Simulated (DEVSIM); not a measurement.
Device: double heterostructure, GaAs between p- and n-type In0.49Ga0.51P, at 400 K.

Layer 1 from the left is In0.49Ga0.51P, thickness (μm) 0.680, Na (cm⁻³) 1.3e17, τn (s) 3.7e-10, τp (s) 3.7e-10. Layer 2 from the left is GaAs, thickness (μm) 0.0820, Nd (cm⁻³) 1.2e14, τn (s) 3.7e-10, τp (s) 3.7e-10. Layer 3 from the left is In0.49Ga0.51P, thickness (μm) 0.280, Nd (cm⁻³) 1.2e17, τn (s) 3.7e-10, τp (s) 3.7e-10.

Left contact: ohmic. Right contact: ohmic. Voltage is applied to the left contact. Recombination: SRH at mid-gap, radiative. Mobility is μmin + (μ − μmin)/(1 + (N/Nref)^α).

The device is made up for the run: typed textbook-type constants, with dimensions and the other settings drawn at random. Values at 300 K; Nc and Nv go as T^1.5, mobilities as T to minus their exponent, the gap by Varshni's rule with the affinity fixed.

In0.49Ga0.51P: gap (eV) 1.89, affinity (eV) 4, permittivity 11.8, Nc (cm⁻³) 9e17, Nv (cm⁻³) 1.3e19, μn (cm²/Vs) 1500, μp (cm²/Vs) 80, μn,min 400, μp,min 15, Nref,n 2e16, Nref,p 1.5e17, αn 0.7, αp 0.8, T exponent of μn 1.66, T exponent of μp 2, B (cm³/s) 1e-10, Varshni α (eV/K) 0.0005, Varshni β (K) 250. GaAs: gap (eV) 1.424, affinity (eV) 4.07, permittivity 12.9, Nc (cm⁻³) 4.7e17, Nv (cm⁻³) 9e18, μn (cm²/Vs) 8500, μp (cm²/Vs) 400, μn,min 500, μp,min 20, Nref,n 6e16, Nref,p 1.5e17, αn 0.39, αp 0.38, T exponent of μn 2.1, T exponent of μp 2.2, B (cm³/s) 2e-10, Varshni α (eV/K) 0.000541, Varshni β (K) 204.

Model (solved in DEVSIM): 1D drift-diffusion, Boltzmann statistics, complete ionisation; no tunnelling, impact ionisation, image-force lowering or self-heating. Band offsets follow the typed affinities; no thermionic-emission limit at abrupt steps, no polarisation charge.

### Question
What does the simulation give for the dark forward voltage at 100 A/cm², the dark forward voltage at 1 A/cm²?

### Answer
dark forward voltage at 100 A/cm² 1.237 V; dark forward voltage at 1 A/cm² 0.858 V.
